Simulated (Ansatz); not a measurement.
Relaxation of the outer planes of the (100) surface of tetragonal MoSi2 in its 1x1 cell (cut with top plane Mo + 2 Si, bottom plane Mo + 2 Si), outermost plane spacing 1.61 Å in the ideal cut.

Computed with PBE (plane waves to 420 eV, PAW; Ansatz, an electronic-structure program).

Model: 21-atom slab, Mo7Si14, 9.7 Å thick at the start (thin: gaps and levels are the slab's own), 12x5x1 mesh, Fermi-Dirac 0.1 eV, dipole correction, all atoms relaxed; start symmetry kept, larger cells not searched; no spin, no spin-orbit, no U.

```csv
plane,atoms,bulk spacing to the next (Å),relaxed spacing (Å),change (%),rumpling (Å)
1,Mo + 2 Si,1.609,?,?,?
2,Mo + 2 Si,1.609,1.628,1.2,0.05 (Si outermost)
```

Task: Complete the blanks.

Result: 
- 1, relaxed spacing (Å): 1.509
- 1, change (%): -6.2
- 1, rumpling (Å): 0.08 (Si outermost)
